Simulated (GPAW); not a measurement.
GPAW run on CdAu (P-6m2, 2 atoms in the cell): self-consistent single point.

Level of theory: PBEsol, GPAW PAW datasets PBEsol (made by gpaw-setup) (plane waves; GPAW 25.7.0).

The change in words: lattice scaled by 0.98. Reference geometry:
```
CdAu
1.0
    3.09033     0.00000     0.00000
   -1.54516     2.67630     0.00000
    0.00000     0.00000     4.60128
Cd Au
1 1
Direct
  0.00000   0.00000   0.00000
  0.33333   0.66667   0.50000
```

Reference input (self-consistent single point, DFT PBEsol, plane waves, GPAW PAW datasets PBEsol (made by gpaw-setup)): mode = pw; ecut = 550 eV; xc = PBEsol; kpts = 8 8 5; mesh shift (steps) = 0 0 0; occupations.name = fermi-dirac; occupations.width = 0.1 eV; nbands = -8; convergence.forces = 0.001 eV/Å; symmetry.symmorphic = false; symmetry.tolerance = 0.0005; maxiter = 100. This run's input differs from it in these lines:

```diff
@@ -5,7 +5,7 @@
 atoms = Atoms(['Cd', 'Au'],
-              cell=[[3.090330, 0.000000, 0.000000],
-                    [-1.545165, 2.676304, 0.000000],
-                    [0.000000, 0.000000, 4.601280]],
+              cell=[[3.028523, 0.000000, 0.000000],
+                    [-1.514262, 2.622778, 0.000000],
+                    [0.000000, 0.000000, 4.509254]],
               positions=[[0.000000, 0.000000, 0.000000],
-                         [-0.000002, 1.784204, 2.300640]],
+                         [-0.000002, 1.748520, 2.254627]],
               pbc=True)
```

Output, abridged:

```
     iter     time        total  log10-change:
                         energy   eigst   dens  force
iter:   1 --:--:--    -5.927081
iter:   2 --:--:--    -5.843979   -2.09  -1.35
iter:   3 --:--:--    -5.639808   -1.49  -1.37
iter:   4 --:--:--    -5.521545   -2.84  -1.80
iter:   5 --:--:--    -5.516513   -2.27  -1.95
iter:   6 --:--:--    -5.509467   -4.29  -2.18
iter:   7 --:--:--    -5.533225   -3.57  -2.22
iter:   8 --:--:--    -5.494221   -2.38  -2.08
iter:   9 --:--:--    -5.484183   -4.12  -2.64
iter:  10 --:--:--    -5.482041   -4.42  -2.98
iter:  11 --:--:--    -5.481508c  -4.45  -3.04
iter:  12 --:--:--    -5.481534c  -5.56  -3.20
iter:  13 --:--:--    -5.481523c  -6.58  -3.73
iter:  14 --:--:--    -5.481515c  -6.69  -3.73
iter:  15 --:--:--    -5.481510c  -6.99  -3.81
iter:  16 --:--:--    -5.481537c  -6.38  -3.85
iter:  17 --:--:--    -5.481543c  -7.19  -4.14c
iter:  18 --:--:--    -5.481528c  -7.13  -4.21c
iter:  19 --:--:--    -5.481528c  -8.72c -4.58c
iter:  20 --:--:--    -5.481525c  -8.39c -4.72c -16.23c
Converged after 20 iterations.

Dipole moment: (-2.949656, 1.702987, -0.000000) |e|*Ang

Energy contributions relative to reference atoms: (reference = -668557.966072)

Kinetic:         -3.884740
Potential:       +4.379136
External:        +0.000000
XC:              -6.212174
Entropy (-ST):   -0.022742
Local:           +0.247625
SIC:             +0.000000
--------------------------
Free energy:     -5.492896
Extrapolated:    -5.481525

Showing only first 2 kpts
 Kpt  Band  Eigenvalues  Occupancy
  0     9      5.96941    2.00000
  0    10      5.96941    2.00000
  0    11      8.10203    2.00000
  0    12     11.76375    0.00000

  1     9      5.96390    2.00000
  1    10      5.96390    2.00000
  1    11      6.28475    2.00000
  1    12     14.25920    0.00000

Fermi level: 9.49382

No gap
No difference between direct/indirect transitions
Energy (eV): -5.481525

Forces in eV/Ang:
  0 Cd    0.00000    0.00000    0.00000
  1 Au    0.00000    0.00000    0.00000

Stress tensor:
    -0.018399    -0.000000     0.000000
    -0.000000    -0.018399     0.000000
     0.000000     0.000000    -0.020374
Stress (GPa, Voigt): [-2.9479 -2.9479 -3.2643  0.      0.     -0.    ]
```

The run converged in 20 iterations. GPAW prints stress with tension positive. Against the reference run the free energy goes down by 3.3 meV/atom and the pressure goes from -3.80 to 3.05 GPa.

The starting cell comes from a database of computed structures (which also holds hypothetical and non-ambient phases and stackings), without a prior relaxation at this level. For this run, on top of that: lattice scaled by 0.98. With a pressure of about 3 GPa the cell is away from its equilibrium volume at this level.
